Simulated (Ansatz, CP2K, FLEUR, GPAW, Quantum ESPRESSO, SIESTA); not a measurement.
a sheet of PbO (4 atoms in the cell) computed with different codes at matched settings

Self-consistent single point.

```
PbO
1.0
    3.91851     0.00000     0.00000
    0.00000     3.91851     0.00000
    0.00000     0.00000    16.36593
Pb O
2 2
Cartesian
  1.95926   0.00000   9.36593
  0.00000   1.95926   7.00000
  0.00000   0.00000   8.18297
  1.95926   1.95926   8.18297
```

All programs got the same cell, k-point mesh and kind of occupations (in Ansatz's words: kpoints.mp_grid.grid = 6 6 1; scf.occupations.method = gaussian; scf.occupations.width = 0.1 eV); potentials, basis and cutoffs are each program's usual ones.

```csv
code,model,largest force (eV/Å),gap on the mesh (eV),k-points,cutoff
SIESTA,"GGA PBE, numerical atomic orbitals DZP, PseudoDojo PBE standard norm-conserving potentials (rewritten from UPF to PSML)",1.319,2.847,22,grid 350 Ry
FLEUR,"PBE, all-electron FLAPW (FLEUR), scalar-relativistic valence",0.991,2.778,10,Kmax 4.1 1/bohr
CP2K,"PBE, GPW, DZVP-MOLOPT-SR-GTH basis, GTH-PBE potentials (GTH_POTENTIALS)",1.074,2.813,20,grid 450 Ry
GPAW,"PBE, GPAW PAW datasets PBE (gpaw-data 1.0.1)",0.980,–,10,900 eV
Ansatz,"PBE, PAW files",1.064,2.760,10,420 eV
Quantum ESPRESSO,"PBE, PseudoDojo standard norm-conserving (PBE) pseudopotentials",1.035,2.750,10,85 Ry
```

A dash marks a value that a program does not give, or that is left out as unsure.

No gap is tabulated for GPAW: it is not read from that output, or partly filled or unconverged empty levels leave it unsure.

Gaps are read on the mesh.

The spread over the programs that give each value: largest force within 0.339 eV/Å; gap on the mesh within 0.097 eV.

The starting cell was generated: these elements placed on a structure prototype, without a prior relaxation; it need not be a known phase or ordering of this composition. Its lattice was rescaled in the plane by a random factor within 2.5 % of one. On Ansatz's run: Spin-orbit coupling is off. In the base run, forces exceed 1 eV/Å.

Question: Why do the programs differ, and what cannot be compared?

Answer: Differences of this kind can come from the potentials, where these differ, and from what each basis and cutoff leave unconverged. The valence holds different numbers of electrons (SIESTA 40, FLEUR 40, CP2K 20, GPAW 40, Ansatz (an electronic-structure program) 40, Quantum ESPRESSO 40). The zero of total energies and Fermi levels follows the potentials and each program's conventions, so they are not compared here. SIESTA and CP2K use small atom-centred bases, whose incompleteness enters pressures, forces and empty levels differently from a plane-wave cutoff. FLEUR treats all electrons, but the usual bases taken here (sphere radii, linearisation, local orbitals, empty states) were not tested for convergence, so the values are no reference for the others. The programs reduce the same mesh by symmetry to different extents, which changes the work and not the result. In the force vectors, SIESTA (by 0.285) lies more than 0.08 eV/Å from the median of the plane-wave programs.

Left out of this page: ABINIT (stopped by limits of time or memory).

Keys are those of Ansatz 0.2.
